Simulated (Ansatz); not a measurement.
## Response to strain in TiPt3

Consider TiPt₃ in the Cu3Au type structure (space group Pm-3m, No. 221; relaxed with 0.1 eV smearing).

```yaml
crystal:
  lattice:
    - [3.89962, 0.00000, 0.00000]
    - [0.00000, 3.89962, 0.00000]
    - [0.00000, 0.00000, 3.89962]
  atoms:
    - { symbol: Ti, position: [0.00000, 0.00000, 0.00000] }
    - { symbol: Pt, position: [0.00000, 0.50000, 0.50000] }
    - { symbol: Pt, position: [0.50000, 0.00000, 0.50000] }
    - { symbol: Pt, position: [0.50000, 0.50000, 0.00000] }
```

Strains are applied to the cell and any free atomic positions relax.

Level of theory: Kohn–Sham DFT with the PBEsol functional, run in Ansatz (a first-principles code) with PAW and 420 eV plane waves, no SOC.

Notes on the quantities. energy relative to the base: free energy F.

```tsv
case	volume per atom	energy relative to the base	pressure
base	14.83 Å³	0 meV/atom	0.0 GPa
isotropic strain +0.60 %	15.09 Å³	+3.9 meV/atom	-4.6 GPa
isotropic strain +1.20 %	15.37 Å³	+15 meV/atom	-8.7 GPa
isotropic strain +1.80 %	15.64 Å³	+33 meV/atom	-12.4 GPa
isotropic strain +2.40 %	15.92 Å³	+58 meV/atom	-15.8 GPa
isotropic strain +3.00 %	16.20 Å³	+88 meV/atom	-18.8 GPa
```

Stability against distortions was not tested. All final runs are without spin polarisation.
